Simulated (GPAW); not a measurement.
Short convergence ladders for HfN (Fm-3m, 2 atoms in the cell)

```yaml
crystal:
  lattice:
    - [0.00000, 2.24870, 2.24870]
    - [2.24870, 0.00000, 2.24870]
    - [2.24870, 2.24870, 0.00000]
  atoms:
    - { symbol: Hf, position: [0.00000, 0.00000, 0.00000] }
    - { symbol: N, position: [0.50000, 0.50000, 0.50000] }
```

Base method: PBEsol, GPAW PAW datasets PBEsol (made by gpaw-setup) (plane waves; GPAW 25.7.0).

Base settings: mode = pw; ecut = 900 eV; xc = PBEsol; kpts = 7 7 7; mesh shift (steps) = 0 0 0; occupations.name = fermi-dirac; occupations.width = 0.1 eV; nbands = -6; symmetry.symmorphic = false; symmetry.tolerance = 0.0005.

**Zone-centre phonons against the cutoff**

In this ladder: symmetry.symmorphic = default; symmetry.tolerance = default; convergence.density = 1e-05 e/electron; symmetry.point_group = false; displacement = 0.02 Å.

The mesh stays at the base's, so the ladder's end is converged at best in this setting alone.

Frequencies are those of the unrelaxed cell, without the LO-TO term of polar crystals.

Only quantities that move along the ladder and can be compared are tabulated.

| ecut | highest zone-centre frequency (cm⁻¹) |
|---|---|
| 450 eV | 517.4 |
| 630 eV | 513.4 |
| 765 eV | 513.2 |
| 900 eV | 513.1 |

Coarsest ecut that holds the highest zone-centre frequency within 1 cm⁻¹ of the last step, with all finer ones: 630 eV; the step before is off by 4.3 cm⁻¹.

**The force threshold of a relaxation**

On HfN (I4mm, 2 atoms in the cell): one atom moved by 0.15 angstrom.

In this ladder: convergence.density = 1e-05 e/electron; optimizer = BFGS.

The mesh stays at the base's, so the ladder's end is converged at best in this setting alone.

Only quantities that move along the ladder and can be compared are tabulated.

| fmax | free energy less the last step's (meV/atom) | largest force left (eV/Å) | relaxation steps |
|---|---|---|---|
| 0.2 eV/Å | 0.13 | 0.0815 | 2 |
| 0.1 eV/Å | 0.13 | 0.0815 | 2 |
| 0.05 eV/Å | 0.00 | 0.0019 | 3 |
| 0.03 eV/Å | 0.00 | 0.0019 | 3 |
| 0.02 eV/Å | 0.00 | 0.0019 | 3 |
| 0.01 eV/Å | 0.00 | 0.0019 | 3 |
| 0.005 eV/Å | 0.00 | 0.0019 | 3 |
| 0.001 eV/Å | 0.00 | 0.0007 | 4 |

Coarsest fmax that holds the largest force left within 0.005 eV/Å of the last step, with all finer ones: 0.05 eV/Å; the step before is off by 0.081 eV/Å.

Coarsest fmax that holds the free energy within 0.05 meV/atom of the last step, with all finer ones: 0.05 eV/Å; the step before is off by 0.13 meV/atom.

On the base run: the starting cell has typed, rounded lattice constants, without a prior relaxation at this level. Its lattice was rescaled by up to half a per cent.
